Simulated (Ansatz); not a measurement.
Start from MoS2 (space group P6_3/mmc, No. 194; a = 3.149 Å, c = 12.089 Å; layered, stacked along the Cartesian z axis).

The values are results of PBE-D3(BJ) (Ansatz, a first-principles code, PAW, no spin-orbit coupling), not measurements.

Before the change:

| Quantity | Result |
|---|---|
| Smallest direct gap | 1.70 eV |
| Hole mass | 1.0 mₑ along c, 0.61 mₑ across (at Γ) |

Now apply this change: an isotropic linear strain of +1.20 %; the atoms relax in the strained cell.

Q: How does this affect the smallest direct gap and hole mass?

A: The smallest direct gap falls by 0.12 eV to 1.58 eV; the hole mass becomes 1.1 mₑ along c, 0.61 mₑ across (at Γ) (base: 1.0 mₑ along c, 0.61 mₑ across (at Γ)).

Masses are band curvatures over ±0.01 Å⁻¹ around the edge. Semilocal Kohn–Sham gaps tend to fall short of experiment. No phonon test of stability was made.
